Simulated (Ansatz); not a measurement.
Take Cu₃N (space group Pm-3m, No. 221; a = 3.7649 Å) as the base. Axes: x, y, z lie along the cube axes.

Calculations: Ansatz (a first-principles code), PBEsol, PAW, cutoff 420 eV, no spin-orbit coupling.

Strains are applied to the cell and any free atomic positions relax; under biaxial strain the out-of-plane vector relaxes too; under stress the whole cell relaxes.

One change was made to it. Results:

| quantity | base | after |
|---|---|---|
| energy relative to the base (free energy F) | 0 meV/atom | 0.0 meV/atom |
| volume per atom | 13.34 Å³ | 13.36 Å³ |

Problem. Which change produced these results?
(A) uniaxial stress, 0.5 GPa tension along x
(B) biaxial strain +1.88 %, plane normal [111], relaxed out of plane
(C) biaxial strain +1.27 %, plane normal [001], relaxed out of plane
(D) biaxial strain +0.51 %, plane normal [001], relaxed out of plane

Solution. A, uniaxial stress, 0.5 GPa tension along x. For comparison, the volume per atom in the other runs: biaxial strain +0.51 %, plane normal [001], relaxed out of plane gives 13.45 Å³; biaxial strain +1.27 %, plane normal [001], relaxed out of plane gives 13.61 Å³; biaxial strain +1.88 %, plane normal [111], relaxed out of plane gives 13.46 Å³.

Beyond what the load breaks, stability against distortions was not tested. All final runs are without spin polarisation.
